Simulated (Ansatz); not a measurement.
The starting structures come from a database of crystals and need not be the phases stable at ambient conditions.

 Where the default PAW files enter, the runs use the earlier of Ansatz's two default sets.

The decay constant κ of evanescent states in the gap governs leakage through a thin film.

Here is the system:

```
CELL_PARAMETERS angstrom
      4.78766     0.00000     0.00000
     -2.25654     6.68367     0.00000
      2.25654    -2.20914     6.30802
ATOMIC_POSITIONS crystal
  Ba 0.31542 0.17385 0.82615
  Ba 0.68458 0.82615 0.17385
  P  0.02375 0.40958 0.59042
  P  0.97625 0.59042 0.40958
  P  0.70830 0.81318 0.64836
  P  0.29170 0.18682 0.35164
  P  0.29170 0.64836 0.81318
  P  0.70830 0.35164 0.18682
```

Space group of this cell: C2/m. The cell is taken as given.

Transport runs along the normal of the first two printed cell vectors.

No gap correction and no spin-orbit coupling; mid-gap values are interpolated between computed energies.

Question: Predict the band gap and the smallest decay constant κ at mid-gap from r2SCAN (Ansatz, a first-principles code).

Answer: Gap 0.89 eV on a 8×6×6 mesh; κ = 0.166 1/Å, at (0.500, 0.000) of the in-plane reciprocal vectors. At the zone centre, at the nearest computed energy, the slowest state has κ = 0.20 1/Å.
